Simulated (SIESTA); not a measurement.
## SIESTA run on Ga (Cmce, 4 atoms in the cell): self-consistent single point

Computed with SIESTA 5.4.2 with GGA PBE, numerical atomic orbitals DZP, PseudoDojo PBE standard norm-conserving potentials (rewritten from UPF to PSML).

Input as run:

```
# files in the folder: Ga.psml (PseudoDojo PBE standard)
SystemName  Ga
SystemLabel ga

NumberOfAtoms                4
NumberOfSpecies              1
%block ChemicalSpeciesLabel
  1 31 Ga
%endblock ChemicalSpeciesLabel
LatticeConstant              1.0 Ang
%block LatticeVectors
     2.192535000   -3.758721000    0.000000000
     2.192535000    3.758721000    0.000000000
     0.000000000    0.000000000    4.507212000
%endblock LatticeVectors
AtomicCoordinatesFormat      Ang
%block AtomicCoordinatesAndAtomicSpecies
     2.192535000   -1.170465719    1.872295865  1
     2.192535000    1.170465719    2.634916135  1
     2.192535000   -2.588255281    4.125901865  1
     2.192535000    2.588255281    0.381310135  1
%endblock AtomicCoordinatesAndAtomicSpecies

XC.functional                GGA
XC.authors                   PBE
PAO.BasisSize                DZP
PAO.EnergyShift              0.01 Ry
MeshCutoff                   400 Ry
%block kgrid.MonkhorstPack
    7   0   0  0.0
    0   7   0  0.0
    0   0   6  0.0
%endblock kgrid.MonkhorstPack
OccupationFunction           MP
OccupationMPOrder            0
ElectronicTemperature        0.272 eV

MaxSCFIterations             150
SCF.Mixer.Method             Pulay
SCF.Mixer.Weight             0.1
SCF.Mixer.History            6
SCF.DM.Tolerance             1.0E-04
Diag.ParallelOverK           true
WriteForces                  true
Charge.Mulliken              end
```

The program printed (abridged):

```
reinit: Reading from file input.fdf

reinit: System Name: Ga
reinit: System Label: ga

coor:   Atomic-coordinates input format  =     Cartesian coordinates
coor:                                          (in Angstroms)

siesta: Atomic coordinates (Bohr) and species
siesta:      4.14329  -2.21186   3.53813  1        1
siesta:      4.14329   2.21186   4.97927  1        2
siesta:      4.14329  -4.89109   7.79682  1        3
siesta:      4.14329   4.89109   0.72057  1        4

siesta: System type = bulk

initatomlists: Number of atoms, orbitals, and projectors:      4    72    72

siesta: ******************** Simulation parameters ****************************
redata: Spin configuration                          = none
redata: Time-Reversal Symmetry                      = T
redata: Number of Atomic Species                    =        1
redata: Mesh Cutoff                                 =   400.0000 Ry
redata: Net charge of the system                    =     0.0000 |e|
redata: Min. number of SCF Iter                     =        0
redata: Max. number of SCF Iter                     =      150
redata: SCF convergence failure will abort job
redata: SCF mix quantity                            = Hamiltonian
redata: Mix DM or H after convergence               =   F
redata: Recompute H after scf cycle                 =   F
redata: Mix DM in first SCF step                    =   T
redata: No kicks to SCF
redata: DM Mixing Weight for Kicks                  =     0.5000
redata: Require Harris convergence for SCF          =   F
redata: Harris energy tolerance for SCF             =     0.000100 eV
redata: Require DM convergence for SCF              =   T
redata: DM tolerance for SCF                        =     0.000100
redata: Require EDM convergence for SCF             =   F
redata: EDM tolerance for SCF                       =     0.001000 eV
redata: Require H convergence for SCF               =   T
   [... lines left out ...]
diag: Used triangular part                          = Lower
diag: Absolute tolerance                            =  0.100E-15
diag: Orthogonalization factor                      =  0.100E-05
diag: Memory factor                                 =  1.0000

superc: Internal auxiliary supercell:     7 x     7 x     5  =     245
superc: Number of atoms, orbitals, and projectors:    980  17640  17640

                        Single-point calculation

superc: Internal auxiliary supercell:     7 x     7 x     5  =     245
superc: Number of atoms, orbitals, and projectors:    980  17640  17640

outcell: Unit cell vectors (Ang):
        2.192535   -3.758721    0.000000
        2.192535    3.758721    0.000000
        0.000000    0.000000    4.507212

outcell: Cell vector modules (Ang)   :    4.351459    4.351459    4.507212
outcell: Cell angles (23,13,12) (deg):     90.0000     90.0000    119.4883
outcell: Cell volume (Ang**3)        :     74.2890
new_DM -- step:     1
Initializing Density Matrix...

Attempting to read DM from file... Failed...
DM filled with atomic data:

InitMesh: MESH = 48 x 48 x 60 = 138240
InitMesh: Mesh cutoff (required, used) =   400.000   443.834 Ry

stepf: Methfessel-Paxton step function
       Using Hermite-Gauss polynomials of order  0
        iscf     Eharris(eV)        E_KS(eV)     FreeEng(eV)     dDmax    Ef(eV) dHmax(eV)
   scf:    1    -8312.791219    -8319.472658    -8319.495390  1.080661 -3.620795  3.236322
   scf:    2    -8319.736405    -8319.606154    -8319.628905  0.083300 -3.666890  2.779919
   scf:    3    -8320.203183    -8319.951345    -8319.975622  0.396769 -3.933938  0.163445
   scf:    4    -8319.949441    -8319.951629    -8319.976064  0.063784 -3.962903  0.279155
   scf:    5    -8319.957420    -8319.955208    -8319.979284  0.040675 -3.926846  0.061771
   scf:    6    -8319.955474    -8319.955365    -8319.979482  0.009803 -3.927671  0.001535
   scf:    7    -8319.955361    -8319.955363    -8319.979482  0.000208 -3.927626  0.002735
   scf:    8    -8319.955373    -8319.955368    -8319.979483  0.000417 -3.927711  0.000444
   scf:    9    -8319.955372    -8319.955370    -8319.979483  0.000064 -3.927768  0.000032
SCF Convergence by DM+H criterion
max |DM_out - DM_in|         :     0.0000644667
max |H_out - H_in|      (eV) :     0.0000321322
SCF cycle converged after 9 iterations

Using DM_out to compute the final energy and forces

siesta: E_KS(eV) =            -8319.9554

siesta: E_KS - E_eggbox =     -8319.9554

siesta: Atomic forces (eV/Ang):
     1    0.000000    0.208211    0.059140
     2   -0.000000   -0.208211   -0.059140
     3    0.000000   -0.208211    0.059140
     4   -0.000000    0.208211   -0.059140
   Tot   -0.000000   -0.000000   -0.000000
   Max    0.208211
   Res    0.124966    sqrt( Sum f_i^2 / 3N )
   Max    0.208211    constrained

Stress tensor Voigt[x,y,z,yz,xz,xy] (kbar):      -69.27      -55.31      -68.85       -0.00        0.00       -0.00
(Free)E + p*V (eV/cell)    -8316.9897
Target enthalpy (eV/cell)    -8319.9795

siesta: Program's energy decomposition (eV):
siesta: Ebs     =      -865.272881
siesta: Eions   =      9011.520876
siesta: Ena     =       265.686338
siesta: Ekin    =      6807.558436
siesta: Enl     =     -4137.175191
siesta: Eso     =         0.000000
siesta: Edftu   =         0.000000
siesta: DEna    =        33.373184
siesta: DUscf   =         1.205753
siesta: DUext   =         0.000000
siesta: Ex      =     -2158.764005
siesta: Ec      =      -120.319008
siesta: Exc     =     -2279.083013
siesta: Eharris =     -8319.955372
siesta: Etot    =     -8319.955370
siesta: FreeEng =     -8319.979483

siesta: Atomic forces (eV/Ang):
siesta:      1    0.000000    0.208211    0.059140
siesta:      2   -0.000000   -0.208211   -0.059140
siesta:      3    0.000000   -0.208211    0.059140
siesta:      4   -0.000000    0.208211   -0.059140
siesta: ----------------------------------------
siesta:    Tot   -0.000000   -0.000000   -0.000000

siesta: Stress tensor (static) (eV/Ang**3):
siesta:    -0.043237   -0.000000    0.000000
siesta:    -0.000000   -0.034524   -0.000000
siesta:     0.000000   -0.000000   -0.042975

siesta: Cell volume =         74.289016 Ang**3

siesta: Pressure (static):
siesta:                Solid            Molecule  Units
siesta:           0.00043833          0.00040086  Ry/Bohr**3
siesta:           0.04024527          0.03680487  eV/Ang**3
siesta:          64.48003092         58.96789623  kBar

mulliken: Atomic and Orbital Populations:

Species: Ga
Atom  Qatom  Qorb
               4s      4s      4py     4pz     4px     4py     4pz     4px
               3dxy    3dyz    3dz2    3dxz    3dx2-y2 4dxy    4dyz    4dz2
               4dxz    4dx2-y2
   1 13.000   1.150   0.162   0.171   0.063  -0.049   0.387   0.420   0.471
              2.007   2.002   2.010   2.000   1.999   0.032   0.023   0.069

              0.040   0.042
   2 13.000   1.150   0.162   0.171   0.063  -0.049   0.387   0.420   0.471
              2.007   2.002   2.010   2.000   1.999   0.032   0.023   0.069

              0.040   0.042
   3 13.000   1.150   0.162   0.171   0.063  -0.049   0.387   0.420   0.471
              2.007   2.002   2.010   2.000   1.999   0.032   0.023   0.069

              0.040   0.042
   4 13.000   1.150   0.162   0.171   0.063  -0.049   0.387   0.420   0.471
              2.007   2.002   2.010   2.000   1.999   0.032   0.023   0.069

              0.040   0.042

mulliken: Qtot =       52.000

Mulliken Atomic Populations:
Atom #   charge [q] valence [e]  Species
     1     0.000000   13.000000  Ga
     2    -0.000000   13.000000  Ga
     3     0.000000   13.000000  Ga
     4    -0.000000   13.000000  Ga
 Total    -0.000000
```

The run converged in 9 iterations.

The starting cell comes from a database of computed structures (which also holds hypothetical and non-ambient phases and stackings), without a prior relaxation at this level. Its lattice was rescaled by a random factor within 2.5 % of one. Values carry the incompleteness of an atom-centred basis. With a pressure of about 6 GPa the cell is away from its equilibrium volume at this level.

Cost on one core of a shared machine: roughly 70 s.
